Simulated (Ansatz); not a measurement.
# CdTe: biaxial strain −0.50 %, plane normal [001], relaxed out of plane

Consider CdTe in the zinc blende structure (space group F-43m, No. 216; a = 6.558 Å). Axes: x, y, z lie along the cube axes.

Modification: biaxial strain −0.50 %, plane normal [001], relaxed out of plane (Cartesian); in-plane vectors clamped, the third vector and the atoms free.

Level of theory: plane-wave PAW DFT at the r2SCAN level (Ansatz, an electronic-structure program, 500 eV), without spin-orbit coupling. Settings: 9×9×9 k-points, 0.05 eV Fermi–Dirac smearing.

The volume per atom shrinks by 0.12 Å³ (35.25 Å³ → 35.13 Å³) and the space group changes from F-43m (No. 216) to I-4m2 (No. 119). The shortest interatomic distance drops by 0.006 bohr to 5.360 bohr and the energy stays essentially unchanged. The pressure (mean of the normal stresses, compression positive) goes from zero to 0.13 GPa and the band gap is nearly the same (1.17 eV against 1.16 eV). The gap character stays direct at Γ and the electron mass is still 0.090 mₑ (at Γ). The valence-band top at Γ (three highest levels, from the VBM) changes from 0.00, 0.00, 0.00 eV to 0.00, 0.00, -0.04 eV and the valley order (the lowest conduction-band minima on the path, energy above the VBM, named in the base's zone) changes from Γ 1.17 eV; L along ⟨111⟩ 2.20 eV to Γ 1.16 eV; L along [111] 2.19 eV. The out-of-plane strain comes out as +0.66 % and the mean in-plane stress (compression positive) is +0.2 GPa.

Spin-orbit coupling, missing from the scalar runs, can matter with Te. Masses are band curvatures over ±0.01 Å⁻¹ around the edge. Stability against distortions was not tested. Labels are those of the standard path for the cell's own space group.
